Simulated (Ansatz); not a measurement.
What biaxial strain +0.84 %, plane normal [001], relaxed out of plane does to TiS2

Consider TiS2 in the CdI2 type structure (space group P-3m1, No. 164; a = 3.359 Å, c = 5.520 Å; layered, stacked along the Cartesian z axis; relaxed with 0.1 eV smearing). Axes: x lies along a and z along c of the hexagonal cell.

It is then changed as follows: biaxial strain +0.84 %, plane normal [001], relaxed out of plane (Cartesian); in-plane vectors clamped, the third vector and the atoms free.

The values are results of PBE-D3(BJ), PAW, 420 eV (Ansatz, an electronic-structure program; no spin-orbit coupling), earlier PAW set, not measurements. k-mesh 20×20×11 (Γ-centred); smearing 0.1 eV (Fermi–Dirac).

The volume per atom increases by 0.234 Å³ to 18.22 Å³ and the space group is still P-3m1 (No. 164). The shortest interatomic distance grows by 0.006 Å, from 2.409 Å to 2.415 Å and the band gap remains zero. The out-of-plane strain amounts to -0.38 % and the mean in-plane stress (compression positive) is -1.4 GPa.

Final structure (turned so that z lies along the plane normal):

```
TiS2
1.0
    3.38754     0.00000     0.00000
    1.69377     2.93370     0.00000
    0.00000     0.00000     5.49947
Ti S
1 2
Direct
  0.00000   0.00000   0.00000
  0.33333   0.33333   0.25770
  0.66667   0.66667   0.74230
```

Stability against distortions was not tested. All final runs are without spin polarisation. A zero or small gap of TiS2 can be the functional's error rather than a property of the material.
